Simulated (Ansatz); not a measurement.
Structures of equal composition on the (000-1) surface of 4H silicon carbide (C plane on top): (√3x√3)R30° Sb adatom at H3; (√3x√3)R30° Sb adatom at T4. The slabs share one bottom face, and each structure is named by its start. These are constructed structures in small cells; real faces may alloy, dewet or reconstruct in larger ones, and not all known structures of the face are among them. Slabs of about 11 Å, Fermi-Dirac smearing of 0.025 eV. Bottom of the slabs: H caps. Relaxed from the named starts with such symmetry as they have, on meshes of like density; energies extrapolated to zero smearing; spin only where a row says so; no spin-orbit coupling, no U. Brackets mark spin-polarised runs, whose order is one that fits the cell. Where a second, spin-polarised start was run, the lower counts.

These are HSE06, at the PBE geometry (plane waves to 420 eV, PAW; Ansatz, a quantum-chemistry and plane-wave program) values and carry that method's errors.

Problem. Order them by energy per 1x1 cell (lowest first) at the level HSE06, at the PBE geometry.

Solution. (√3x√3)R30° Sb adatom at T4 (0.000 eV), (√3x√3)R30° Sb adatom at H3 (0.076 eV)
